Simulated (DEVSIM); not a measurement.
Device: Ru/Si3N4/SiO2/p-Si capacitor, at 300 K.

```
layer (left to right)  material  thickness (nm)  Na (cm⁻³)
---------------------  --------  --------------  ---------
1                         Si3N4            2.10          -
2                          SiO2           0.830          -
3                            Si           13000       2e15
```

Metal gate on the left, work function 4.7 eV. Fixed charge at the semiconductor interface 6.9e10 cm⁻² (in units of +e); no interface traps.

The device is made up for the run: typed textbook-type constants, with dimensions and the other settings drawn at random. Values at 300 K; Nc and Nv go as T^1.5, mobilities as T to minus their exponent, the gap by Varshni's rule with the affinity fixed.

```
parameter         Si3N4  SiO2        Si
----------------  -----  ----  --------
gap (eV)            5.1     9     1.124
affinity (eV)       2.1   0.9      4.05
permittivity        7.5   3.9      11.7
Nc (cm⁻³)             -     -   2.86e19
Nv (cm⁻³)             -     -    3.1e19
Varshni α (eV/K)      -     -  0.000473
Varshni β (K)         -     -       636
```

Model (solved in DEVSIM): 1D Poisson equation in equilibrium, Boltzmann statistics, complete ionisation; no quantum confinement or tunnelling. Metal contacts follow the ideal Schottky-Mott rule: no Fermi-level pinning, no interface dipoles.

Base results: minimum of the low-frequency capacitance (μF/cm²) 0.0184; capacitance of the dielectric stack (μF/cm²) 1.80; threshold voltage (band bending 2φF) (V) 0.41; flat-band voltage (V) -0.23.

### Question
What follows from this one change: substrate doping 2e+15 → 4e+15 cm^-3?

### Answer
minimum of the low-frequency capacitance 0.0184 → 0.0253 μF/cm²; capacitance of the dielectric stack little changed (1.80 μF/cm²); threshold voltage (band bending 2φF) 0.41 → 0.43 V; flat-band voltage -0.23 → -0.25 V.

### Question
What follows from this one change: temperature 300 → 500 K?

### Answer
minimum of the low-frequency capacitance 0.0184 → 0.0568 μF/cm²; capacitance of the dielectric stack little changed (1.80 μF/cm²); threshold voltage (band bending 2φF) 0.41 → 0.21 V; flat-band voltage -0.23 → 0.03 V.

### Question
What follows from this one change: Si3N4 thickness 0.0021 → 0.0018 μm?

### Answer
minimum of the low-frequency capacitance little changed (0.0184 μF/cm²); capacitance of the dielectric stack 1.80 → 1.96 μF/cm²; threshold voltage (band bending 2φF) little changed (0.41 V); flat-band voltage little changed (-0.23 V).
